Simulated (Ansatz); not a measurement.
# A computed series for Te: pressure series

The reference is Te (space group P3_121, No. 152; a = 4.624 Å, c = 5.903 Å; made of chains).

Cell and atoms are relaxed at each pressure.

Levels (all Ansatz, a program for electronic structure, PAW): r2SCAN (500 eV, no spin-orbit coupling); HSE06 (420 eV, scalar-relativistic without spin-orbit coupling).

Band gaps by level, all at the geometries relaxed with r2SCAN:

```csv
case,r2SCAN,HSE06
base,0.55 eV,0.85 eV
pressure −1 GPa,1.04 eV,…
pressure 0.3 GPa,0.47 eV,…
pressure 0.7 GPa,0.40 eV,0.68 eV
pressure 1.5 GPa,0.30 eV,…
```

### Question
Some entries are withheld; estimate them.

### Answer

- pressure −1 GPa, HSE06: 1.42 eV
- pressure 0.3 GPa, HSE06: 0.76 eV
- pressure 1.5 GPa, HSE06: 0.57 eV

Single points use the geometry relaxed with r2SCAN. HSE06 was sampled on its mesh, a few special points and the semilocal edge points, so its gap is an upper bound. Spin-orbit coupling, missing from the scalar runs, can matter with Te. Load acts through the strain it causes; cell and atoms are relaxed under it. Stability against distortions was not tested. No dispersion term is included, though the crystal is made of layers, chains or molecules, so its spacings can come out too wide.
